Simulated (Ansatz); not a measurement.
**A computed series for InP: point defects**

Base system: an 8-atom supercell of InP in the zinc blende structure (space group F-43m, No. 216; a = 5.960 Å) at its relaxed geometry.

One neutral defect a cell, atoms relaxed at fixed cell.

Method: DFT with PBE, PAW potentials and a 420 eV plane-wave cutoff in Ansatz (an electronic-structure program), spin-orbit coupling left out, earlier PAW set.

```tsv
change	pressure	largest displacement of a host atom from its site in the perfect cell
perfect supercell	0.0 GPa	–
P vacancy, symmetric start	-1.9 GPa	0.08 Å
Rh on a P site	___	___
Ir on a In site, symmetric start	-3.5 GPa	0.29 Å
In interstitial (started 2.43 Å from the nearest host atom)	___	___
P interstitial (started 2.58 Å from the nearest host atom), symmetric start	6.9 GPa	0.04 Å
```

Problem. Complete the table.

Solution. 
- Rh on a P site, pressure: 0.9 GPa
- Rh on a P site, largest displacement of a host atom from its site in the perfect cell: 0.05 Å
- In interstitial (started 2.43 Å from the nearest host atom), pressure: 11.2 GPa
- In interstitial (started 2.43 Å from the nearest host atom), largest displacement of a host atom from its site in the perfect cell: 0.10 Å

Other magnetic orders, which the real material may have, were not ruled out. In so small a cell the defect repeats every few ångströms: this is an ordered compound, not a dilute defect. The mesh was chosen for an insulator and is coarse for the gapless case. Defects with a symmetric start kept the site's symmetry and may sit on a saddle; the others started slightly shaken. Starting moments died away, wholly or in part, for P vacancy, Rh on a P site, Ir on a In site and In interstitial (started 2.43 Å from the nearest host atom); another magnetic solution may exist.
